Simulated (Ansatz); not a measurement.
Take Nb in the bcc (W type) structure (space group Im-3m, No. 229; a = 3.3096 Å) as the base.

The change: a hydrostatic pressure of 75 GPa.

Levels (all Ansatz, a first-principles code, PAW): PBE (420 eV, without spin-orbit coupling); r2SCAN (500 eV, without spin-orbit coupling).

The geometry is relaxed with PBE.

```
Item             Value
------------  --------
PBE pressure  75.0 GPa
```

### Question
Predict the pressure from r2SCAN.

### Answer
The pressure decreases by 1.3 GPa, from 75.0 GPa to 73.7 GPa.

Single points use the geometry relaxed with PBE. Their cutoffs differ, which shifts pressures a little. Load acts through the strain it causes; cell and atoms are relaxed under it. Whether these cells are dynamically stable was not tested. Competing high-pressure phases were not computed. All final runs are without spin polarisation.
